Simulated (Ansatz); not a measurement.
Take WSi₂ (space group I4/mmm, No. 139; a = 3.202 Å, c = 7.818 Å; relaxed with 0.1 eV smearing) as the base. Axes: x, y, z lie along a, b, c of the conventional cell.

Computed with PBEsol/PAW in Ansatz (an electronic-structure program), scalar-relativistic without spin-orbit coupling.

Before the change:

```
Property                        Result
-----------------------------  -------
Pressure                       0.0 GPa
Shortest interatomic distance  2.588 Å
Band gap                          zero
```

Modification: the cell is compressed by 1.50 % along x with no lateral relaxation, atoms relaxed at fixed cell.

Task: Predict the new energy relative to the base.

Result: The energy increases by 4.2 meV/atom.

Task: Estimate the effect on the pressure.

Result: The pressure (mean of the normal stresses, compression positive) goes from zero to 3.5 GPa.

Task: What happens to the shortest interatomic distance?

Result: The shortest interatomic distance goes up by 0.004 Å to 2.592 Å.

Task: What happens to the band gap?

Result: The band gap stays zero.

The cells carry an imposed strain or load. Whether these cells are dynamically stable was not tested. All final runs are without spin polarisation.
